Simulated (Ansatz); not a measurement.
Abridged Ansatz (a program for electronic structure) output:

```
Relaxation: its limit of steps is 50 (relax.max_steps)
Pseudopotential: Sc, paw, valence charge 11
Crystal: 2 atoms, lattice volume = 47.739 Å³
Basis set: ecut = 420 eV, 941 PW (Γ), exchange–correlation on 48×48×72 points (8 copies of the dense FFT grid, shifted against one another)
Bands: 15, of which v1, the nominal top of the filled ones, is band 11 counted from 1 (10 counted from 0)
Symmetry: 24 space group operations
k-points: 264 of 4400
Functional: x = pbe(κ = 0.804, μ = 0.2195149727645171), c = pbe(β = 0.06672455060314922)
SCF iter   1: F=—  HF=-4271.773653 eV  |F-HF|=—  |Δ(HF+E_count)|=         —  Δρ=2.31e-2  dr2=3.36e-1  ethr=3.10e-3  ⟨swp⟩=3.1  Hψ=14823  notcnv=0
SCF iter   2: F=—  HF=-4271.695919 eV  |F-HF|=—  |Δ(HF+E_count)|=   7.77e-2  Δρ=1.28e-2  dr2=1.10e-1  ethr=1.53e-3  ⟨swp⟩=2.0  Hψ=6849  notcnv=0
SCF 1 converged in 6 iterations: F = -4271.666853 eV  dr2 = 6.30e-8
relax step   1: F+E_penalty+E_count = -4271.66685308 eV  Δ(F+E_penalty+E_count) = +0.000e0 eV  max|allowed force component| = 1.550e-16 eV/Å  Δτ_max = 0.0000 Å  P = +2.101 GPa  Ω = 47.739 Å³  fix = [a, b, gamma]  reactions: a +3.018, b +3.018 GPa  (6 SCF iters, dr2 threshold 1.00e-7 eV, accepted)
[... steps on the carried basis left out ...]
relax step   3: F+E_penalty+E_count = -4271.66695509 eV  Δ(F+E_penalty+E_count) = -4.173e-8 eV  max|allowed force component| = 1.018e-16 eV/Å  Δτ_max = 0.0000 Å  P = +1.950 GPa  Ω = 47.866 Å³  energy of the carried Pulay correction = -3.931e-6 eV  fix = [a, b, gamma]  reactions: a +2.925, b +2.925 GPa  (7 SCF iters, dr2 threshold 3.67e-10 eV, accepted)
Crystal: 2 atoms, lattice volume = 47.866 Å³
SCF iter   1: F=—  HF=-4271.666987 eV  |F-HF|=—  |Δ(HF+E_count)|=         —  Δρ=1.99e-6  dr2=2.66e-10  ethr=4.22e-9  ⟨swp⟩=3.3  Hψ=27083  notcnv=0
SCF iter   2: F=—  HF=-4271.666959 eV  |F-HF|=—  |Δ(HF+E_count)|=   2.79e-5  Δρ=7.61e-7  dr2=2.99e-11  ethr=1.21e-12  ⟨swp⟩=2.0  Hψ=7192  notcnv=0
SCF 4 converged in 8 iterations: F = -4271.666959 eV  dr2 = 2.29e-19
SCF converged after 8 iterations
Free energy (F): -4271.666959 eV
Internal energy: -4271.539275 eV  (E = F + TS)
E sigma→0 (E₀):  -4271.603117 eV
Entropy (-TS):   -0.127684 eV (-63.842 meV/atom)
Fermi energy:    9.470940 eV
--- Forces (eV/Å), atoms counted from 1 ---
  atom   1  Sc    -0.00000000     0.00000000     0.00000000
  atom   2  Sc     0.00000000    -0.00000000    -0.00000000
--- Stress (GPa, compression-positive) ---
        2.925086      -0.000000      -0.000000
       -0.000000       2.925086      -0.000000
       -0.000000      -0.000000      -0.000038
  P = ⅓ Tr σ = 1.9500 GPa (19.500 kbar)
--- Relaxed structure (3 steps of the walk, 3 accepted, 1 SCFs on fresh bases) ---
  cell:  # Å, volume = 47.8661 Å³
    - [3.241682017904272, 2.8867596649976606e-11, -2.294698694644322e-34]
    - [1.620841008927136, 2.8073789785107346, 8.864945951412556e-35]
    - [-3.713262894553545e-34, 3.8002924936446434e-34, 5.259645890668222]
  atoms:
    - { symbol: Sc, position: [0.3333333333333333, 0.3333333333333333, 0.7500000000000001] }
    - { symbol: Sc, position: [0.6666666666666666, 0.6666666666666666, 0.25] }
```

Q: What was computed, and what are the main results?

A: Sc, 2 atoms in the cell, with PBE (Ansatz), scalar-relativistic without spin-orbit coupling, earlier PAW set. The last SCF converged to F = -4271.666959 eV, or -2135.8335 eV per atom, at a pressure of 1.95 GPa. The total energy compares only with runs of the same code, potentials and settings.

The cells carry an imposed strain or load. Whether these cells are dynamically stable was not tested. The final runs are not spin-polarised. The cell was made from Sc in the hcp (Mg type) structure (space group P6_3/mmc, No. 194) by this change: biaxial strain −2.30 %, plane normal [001], relaxed out of plane.

Keys are those of Ansatz 0.2.
